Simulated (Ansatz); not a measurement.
Point defect C on the Sb site + 1 H in zinc-blende GaSb

The numbers are results of PBE, PAW (plane waves to 420 eV; Ansatz, an electronic-structure program), not measurements. Set-up: 64-site cell; 2×2×2 shifted k-points; start: the Sb site; H antibonding at the dopant; no spin–orbit coupling; the functional closes the host's gap; not converged in cell size.

Neighbours after relaxation, in Å: of the C atom: H 1.11, Ga 2.07, Ga 2.08, Ga 2.08; of the H atom: C 1.11, Ga 2.38, Ga 2.38, Ga 2.38, Sb 2.98, Sb 2.98, Sb 2.98.

The name describes the start; the neighbours show where the atoms ended.

```tsv
charge	moment (μB)	largest move off a lattice site (Å)
0	not spin-polarised	0.92
```

Not the lowest form: the same atoms on another site or from another start ended lower, by 0.50 eV at charge 0.
